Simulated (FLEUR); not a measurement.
Equation of state of rock-salt PbSe (space group 225): energy against volume (FLEUR, PBE)

```
CELL_PARAMETERS angstrom
      0.00000     3.00559     3.00559
      3.00559     0.00000     3.00559
      3.00559     3.00559     0.00000
ATOMIC_POSITIONS crystal
  Pb 0.00000 0.00000 0.00000
  Se 0.50000 0.50000 0.50000
```

Computed with FLEUR with PBE, all-electron FLAPW (FLEUR), scalar-relativistic valence. Settings: Kmax = 4.56 1/bohr; GmaxXC = 22.8 1/bohr; xcFunctional = pbe; jspins = 1; l_soc = F; mode = hist; fermiSmearingEnergy = 0.00036749 Htr; mesh (inpgen div1-3) = 9 9 9; inpgen gamma flag = false; Gmax = 22.8 1/bohr; numbands = 0; maxIterBroyd = 15; imix = Anderson; alpha = 0.05; precondParam = 0; minDistance = 1e-05 me/bohr^3. The cell above is the first row's. The rows scale it uniformly. In all rows fractional positions and the k mesh are held. E is the free energy at the stated smearing, counted from the lowest row.

| V (Å^3/atom) | E (meV/atom) |
|---|---|
| 27.151 | ? |
| 27.741 | 30.12 |
| 28.332 | 16.12 |
| 28.922 | 6.73 |
| 29.512 | 1.50 |
| 30.102 | 0.00 |
| 30.693 | 1.85 |
| 31.283 | 6.71 |
| 31.873 | 14.28 |

Taking the third-order Birch-Murnaghan form, a cubic in V^(-2/3) for E over the 8 complete rows: With u = V^(-2/3) - 0.1041, the rows have u = 0.0050236, 0.0035007, 0.0020324, 0.0006131, -0.0007597, -0.0020905, -0.0033772, -0.0046241. Least squares gives E = 0.402 + 1231.8·u + 923662·u² + 1764857·u³. Residuals (row less fit): -0.004, 0.011, -0.006, -0.005, 0.001, 0.003, 0.001, -0.002; standard error 0.007 (degrees of freedom: 4). Its minimum lies at u = -0.0006681, so V0 = (0.1034319)^(-3/2) = 30.06. There d²E/du² = 1840000 and d³E/du³ = 1.059e7, so B0 = (4/9) × 30.06^(-7/3) × 1840000 × 0.160218 = 46.6 GPa (the last factor turns the table's units into GPa), and B0' = 4 + (2/3) × 0.1034319 × (1.059e7)/1840000 = 4.4.

What does the fit predict for E at V = 27.151, and how far is the calculated value from it?

u = 0.0065988, so E = 0.402 + 1231.8 × 0.0065988 + 923662 × 0.0065988² + 1764857 × 0.0065988³ = 49.258 meV/atom. The calculation gives 49.26 meV/atom, which the fit meets to the printed digits. The row lies outside the fitted rows, so this is an extrapolation. From the scatter of the fitted rows alone, a prediction at this place has a standard error of 0.021 meV/atom, so the miss is 0.1 times that.

Carrying the step between the two nearest rows on in a straight line would have given 44.10, off by 5.16; series whose last step already gives the withheld value aren't shown. The scan was laid around a cell of about the measured size, scaled by a guess for this functional. The runs keep the symmetry of the cell, so they don't test it for distortions. Values depend on the basis (sphere radii, cutoffs, local orbitals), which need not be converged. Spin-orbit coupling is off. Cutoffs and mesh are single choices, not tested for convergence of this quantity. Series with a scatter that would blur these digits, or in which a gap closes, are not shown. Nor are scans whose minimum lies at an end fitted in this form.
